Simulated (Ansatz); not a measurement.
Ta₂O₅ (model structure, C2/c, No. 15, 14 atoms in the cell) was calculated with LDA in Ansatz (PAW).

Settings: plane-wave cutoff 520 eV, 8×8×6 k mesh (along the axes of the cell as run), Fermi–Dirac smearing 0.01 eV, scalar-relativistic PAW data made under PBE.

Cell (relaxed at this level):

```xyz
14
Lattice="6.3672 -2.4096 0.0602 6.3672 2.4096 0.0602 -1.3934 0.0000 5.2938" Properties=species:S:1:pos:R:3 pbc="T T T"
Ta     7.0833    -1.2331     4.1310
Ta     3.5609    -1.2331     3.9301
Ta     4.2577     1.2331     1.2832
Ta     7.7800     1.2331     1.4841
O      4.2343     0.2623     2.8395
O      6.4099     0.2623     5.2216
O      7.1067    -0.2623     2.5747
O      4.9310    -0.2623     0.1926
O      8.9003    -0.3488     4.7117
O      1.7439    -0.3488     3.3494
O      2.4406     0.3488     0.7025
O      9.5971     0.3488     2.0648
O      5.3221    -1.9399     4.0306
O      6.0189     1.9399     1.3837
```

Task: Estimate the band gap and Γ–Γ gap that the calculation returns.

Result: 
- band gap: 3.18 eV (on the SCF k mesh)
- Γ–Γ gap: 3.48 eV

Note: the relaxation could raise the start's symmetry but not lower it, so the cell can be a saddle point.

Spin–orbit coupling is not included.

A model structure was made by putting elements into a prototype or built by hand; it is no filed structure, need not be a known phase, and can be a saddle point held by its symmetry.

Ansatz is a program for electronic structure.
